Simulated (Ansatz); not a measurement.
# Cs2PdI6 (Fm-3m, No. 225, 9 atoms in the cell)

Level of theory: r²SCAN+SOC in Ansatz (PAW).

Settings: plane-wave cutoff 560 eV, 10×10×10 k mesh, Fermi–Dirac smearing 0.05 eV, PAW data made under PBE.

Cell (relaxed with PBEsol):

```xyz
9
Lattice="0.0000 5.5913 5.5913 5.5913 0.0000 5.5913 5.5913 5.5913 0.0000" Properties=species:S:1:pos:R:3 pbc="T T T"
Cs     8.3869     8.3869     8.3869
Cs     2.7956     2.7956     2.7956
Pd     0.0000     0.0000     0.0000
I      8.4958     5.5913     5.5913
I      2.6867     5.5913     5.5913
I      5.5913     8.4958     5.5913
I      5.5913     2.6867     5.5913
I      5.5913     5.5913     8.4958
I      5.5913     5.5913     2.6867
```

```json
{
 "band_gap": "0.01 eV (under three smearing widths, so not firm)",
 "smallest_direct_gap_on_the_k_points_sampled": "0.23 eV",
 "direct gap at Γ": "1.29 eV"
}
```

Note: the run has no spin polarisation, so it can have missed a magnetic state; cell and atoms aren't relaxed at this level (largest force component 0.20 eV/Å, pressure 1.7 GPa).

Computed values are for the static lattice.

Cost on a shared machine: around 40 core-minutes (rough).

Ansatz is an electronic-structure program.
